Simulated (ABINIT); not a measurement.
A self-consistent single point of MgAl (Pm-3m, 2 atoms in the cell) with ABINIT.

Level of theory: LDA (PW92), norm-conserving pseudopotentials (PseudoDojo nc-sr-04 LDA standard) (plane waves; ABINIT 10.0.3).

```
CELL_PARAMETERS angstrom
      3.39841     0.00000     0.00000
      0.00000     3.39841     0.00000
      0.00000     0.00000     3.39841
ATOMIC_POSITIONS crystal
  Mg 0.50000 0.50000 0.50000
  Al 0.00000 0.00000 0.00000
```

Reference input (self-consistent single point, DFT, PBEsol, plane waves, norm-conserving pseudopotentials (PseudoDojo nc-sr-04 PBEsol standard)): pseudos = [Mg.upf, Al.upf]; ecut = 42 Ha; ixc = -116133; occopt = 7; tsmear = 0.00734986 Ha; ngkpt = 13 13 13; nshiftk = 1; shiftk = 0 0 0; potentials = PseudoDojo nc-sr-04 PBEsol standard; nband = 12; kptopt = 1; nstep = 50. This run's input differs from it in these lines:

```diff
@@ -1,2 +1,2 @@
-# MgAl, PseudoDojo nc-sr-04 PBEsol standard
+# MgAl, PseudoDojo nc-sr-04 LDA standard
 pp_dirpath "./"
@@ -16,3 +16,3 @@
 ecut 42 Ha
-ixc -116133
+ixc 7
 occopt 7
```

Its files differ too (potentials: PseudoDojo nc-sr-04 PBEsol standard → PseudoDojo nc-sr-04 LDA standard).

The program printed (abridged):

```
--- !BeginCycle
solver: {iscf: 7, nstep: 50, nline: 4, wfoptalg: 0, }
tolerances: {tolvrs: 1.00E-12, }
...

     iter   Etot(hartree)      deltaE(h)  residm     vres2
 ETOT  1  -61.595151320961    -6.160E+01 1.437E-01 8.381E+00
 ETOT  2  -61.637161242019    -4.201E-02 1.092E-02 1.323E+00
 ETOT  3  -61.637272166190    -1.109E-04 4.083E-03 2.925E-01
 ETOT  4  -61.637367956091    -9.579E-05 1.112E-03 3.365E-03
 ETOT  5  -61.637368944011    -9.879E-07 5.610E-04 7.486E-05
 ETOT  6  -61.637368967909    -2.390E-08 3.802E-04 1.513E-07
 ETOT  7  -61.637368967955    -4.525E-11 8.198E-04 6.895E-10
 ETOT  8  -61.637368967960    -5.038E-12 3.922E-04 1.465E-12
 ETOT  9  -61.637368967952     7.333E-12 5.405E-04 5.629E-13
 At SCF step    9       vres2   =  5.63E-13 < tolvrs=  1.00E-12 =>converged.

 Cartesian components of stress tensor (hartree/bohr^3)
  sigma(1 1)=  9.30414371E-05  sigma(3 2)=  0.00000000E+00
  sigma(2 2)=  9.30414371E-05  sigma(3 1)=  0.00000000E+00
  sigma(3 3)=  9.30414371E-05  sigma(2 1)=  0.00000000E+00

 ----iterations are completed or convergence reached----

 reduced coordinates (array xred) for    2 atoms
       0.500000000000      0.500000000000      0.500000000000
       0.000000000000      0.000000000000      0.000000000000
 cartesian forces (eV/Angstrom) at end:
    1     -0.00000000000000    -0.00000000000000    -0.00000000000000
    2     -0.00000000000000    -0.00000000000000    -0.00000000000000
 frms,max,avg= 0.0000000E+00 0.0000000E+00   0.000E+00  0.000E+00  0.000E+00 e/A
   [... lines left out ...]
 Fermi (or HOMO) energy (hartree) =   0.19863   Average Vxc (hartree)=  -0.34720
 Fermi (or HOMO) energy (eV) =   5.40494   Average Vxc (eV)=  -9.44772
   [... lines left out ...]
total_energy        : -6.16373689679522E+01
total_energy_eV     : -1.67723810710740E+03
band_energy         : -1.30538261576672E+01
...

-Cartesian components of stress tensor (GPa)         [Pressure= -2.7374E+00 GPa]
- sigma(1 1)=  2.73737313E+00  sigma(3 2)=  0.00000000E+00
- sigma(2 2)=  2.73737313E+00  sigma(3 1)=  0.00000000E+00
- sigma(3 3)=  2.73737313E+00  sigma(2 1)=  0.00000000E+00

 Calculation completed.
```

The run converged in 9 iterations. Against the reference run the pressure goes from -1.29 to -2.74 GPa.

The starting cell comes from a database of computed structures (which also holds hypothetical and non-ambient phases and stackings), without a prior relaxation at this level. Its lattice was rescaled by a random factor within 2.5 % of one.

Cost on one core of a shared machine: roughly 2 min.
